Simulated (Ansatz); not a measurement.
Predicting one run from its neighbours: the energy against the vacuum, a (110) slab of WC (cut from a parent of space group no. 187; 12 atoms in the cell)

```yaml
crystal:
  lattice:
    - [2.85420, 0.00000, 0.00000]
    - [0.00000, 5.06547, 0.00000]
    - [0.00000, 0.00000, 37.31131]
  atoms:
    - { symbol: W, position: [0.00000, 0.00000, 0.40202] }
    - { symbol: C, position: [0.50000, 0.33333, 0.40202] }
    - { symbol: W, position: [0.00000, 0.50000, 0.44121] }
    - { symbol: C, position: [0.50000, 0.83333, 0.44121] }
    - { symbol: W, position: [0.00000, 0.00000, 0.48040] }
    - { symbol: C, position: [0.50000, 0.33333, 0.48040] }
    - { symbol: W, position: [0.00000, 0.50000, 0.51960] }
    - { symbol: C, position: [0.50000, 0.83333, 0.51960] }
    - { symbol: W, position: [0.00000, 0.00000, 0.55879] }
    - { symbol: C, position: [0.50000, 0.33333, 0.55879] }
    - { symbol: W, position: [0.00000, 0.50000, 0.59798] }
    - { symbol: C, position: [0.50000, 0.83333, 0.59798] }
```

Computed with LDA (PW92), default PAW files made with PBE (plane waves; Ansatz, an electronic-structure program).

Base settings: basis.ecutwfc = 30.9 Ry; kpoints.mp_grid.grid = 7 3 1; hamiltonian.xc = lda; hamiltonian.pseudopotentials = {kind: paw} (the program's default PAW files); scf.occupations.method = gaussian; scf.occupations.width = 0.0073 Ry.

The last step of the ladder, which sets the zero, is vacuum between outermost atoms (Å) = 30.0.

The starting cell has typed, rounded lattice constants, without a prior relaxation at this level. The slab is cut from that crystal, and its faces are unrelaxed. Its lattice was rescaled by up to half a per cent. Spin polarisation is off. Forces in the cell shown exceed 1 eV/Å.

The differences are negative here: closer images bind.

An empirical form: the interaction of two facing surfaces decays exponentially with the gap, by the tails of the wave functions or, on ionic faces, by the in-plane pattern of charges: ln|ΔF| = a + b·d. One k-point is taken across the vacuum.

| vacuum (Å) | size of F less the last step's (meV/atom) | ln of it |
|---|---|---|
| 3.0 | 127.16 | 4.845 |
| 4.0 | 33.99 | 3.526 |
| 5.0 | 9.63 | 2.265 |
| 6.0 | ? | ? |
| 7.0 | 0.51 | -0.673 |

Fit the line to the 4 rows given and predict the withheld one.

Means: x̄ = 4.7500, ȳ = 2.4907. Σ(x − x̄)(y − ȳ) = -12.07 and Σ(x − x̄)² = 8.750, so b = -1.380 and a = ȳ − b·x̄ = 9.0457; the decay length is 0.72 Å. The largest residual of the fitted rows is 0.12. At x = 6.0 the line gives 0.766, that is 2.15 meV/atom. The run gave 2.34 meV/atom, a miss of 0.19 meV/atom (8 %). The table is a window of a longer ladder. The rows were chosen because the form fits them, the withheld one included, so this shows the method and is no test of the form.

Left out of this page: 7 runs of the series outside the window shown, repeating another row's setting, or not comparable.

Keys are those of Ansatz 0.2.
